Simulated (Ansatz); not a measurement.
Habitual settings against a tight run: Zr6FeSb2 (P-62m, 9 atoms in the cell)

Self-consistent single point.

```
CELL_PARAMETERS angstrom
      7.66289     0.00000     0.00000
     -3.83144     6.63625     0.00000
      0.00000     0.00000     3.63559
ATOMIC_POSITIONS crystal
  Zr 0.59669 0.00000 0.50000
  Zr 0.40331 0.40331 0.50000
  Zr 0.00000 0.59669 0.50000
  Zr 0.00000 0.23914 0.00000
  Zr 0.23914 0.00000 0.00000
  Zr 0.76086 0.76086 0.00000
  Fe 0.00000 0.00000 0.50000
  Sb 0.33333 0.66667 0.00000
  Sb 0.66667 0.33333 0.00000
```
Moments meant for the start (each program seeds them in its own way; μB, in the order of the atoms Zr Zr Zr Zr Zr Zr Fe Sb Sb): 0.0 0.0 0.0 0.0 0.0 0.0 4.0 0.0 0.0.

Method of the run: PBEsol, default PAW files made with PBE (plane waves; Ansatz, a quantum-chemistry and plane-wave program).

Base settings: basis.ecutwfc = 420 eV; kpoints.mp_grid.grid = 3 3 5; hamiltonian.xc = pbesol; hamiltonian.pseudopotentials = {kind: paw} (the program's default PAW files); magnetization.spin_polarized = true; scf.occupations.method = cold; scf.occupations.width = 0.136 eV.

Tight run (finer mesh or higher cutoff; not a proven limit): basis.ecutwfc: 420 eV → 590 eV; kpoints.mp_grid.grid: 3 3 5 → 5 5 7; scf.convergence.dr2_threshold: default (1e-07 eV) → 1e-09 eV. It gave Fermi level (on the code's own zero) 15.08 eV; pressure 0.22 GPa; largest force (vector length) 0.037 eV/Å; size of the cell's spin moment 0.14 μB.

Quick runs, as changes from the base:
- A: the base itself
- B: basis.ecutwfc: 420 eV → 250 eV; kpoints.mp_grid.grid: 3 3 5 → 3 3 3; scf.occupations.method: cold → gaussian; scf.occupations.width: 0.136 eV → 0.2 eV; scf.convergence.dr2_threshold: default (1e-07 eV) → 0.001 eV
- C: basis.ecutwfc: 420 eV → 335 eV; kpoints.mp_grid.grid: 3 3 5 → 2 2 2; hamiltonian.xc: pbesol → lda [LDA (PW92)]
- D: kpoints.mp_grid.grid: 3 3 5 → 4 4 4; scf.occupations.method: cold → methfessel_paxton; scf.occupations.width: 0.136 eV → 0.2 eV

Energies are extrapolated to zero smearing width, which holds to low order in the width alone.

Dashes: energy of C, another energy zero.

† marks runs with another functional, U, potentials or spin treatment: their distance from the tight run is not a convergence error alone.

The count of work is k-points × plane waves × bands × iterations; it is no time. Core times come from one kind of shared machine and are given to one figure; runs under 30 s give none.

Pressures in the table are Ansatz's without its Pulay estimate, at a fixed set of plane waves; the tight run's value above holds the estimate.

The starting cell comes from a database of computed structures (which also holds hypothetical and non-ambient phases and stackings), without a prior relaxation at this level. Its lattice was rescaled by a random factor within 2.5 % of one. The moments shrank to a small part of their start, a low-spin state that need not be the lowest. Without a gap this mesh is coarse (it stands for a supercell whose shortest vector is 18 Å).

```csv
run,energy less tight (meV/atom),pressure less tight (GPa),largest miss in a force vector (eV/Å),size of the net moment less tight (μB/atom),count of work / tight,core time / tight (rough)
A,5.3,-0.03,0.063,0.04,0.25,0.3
B,693.4,-35.46,0.426,-0.02,0.090,0.2
C†,–,-4.16,0.091,0.07,0.082,0.08
D,-0.6,-0.18,0.050,-0.02,0.19,0.2
```

Among the runs at the tight run's level, the energy misses run from 0.6 to 693.4 meV/atom.

Left out of this page: 1 run of the series with a known weakness of the program; 1 run of the series outside the window shown, repeating another row's setting, or not comparable.

Keys are those of Ansatz 0.2.
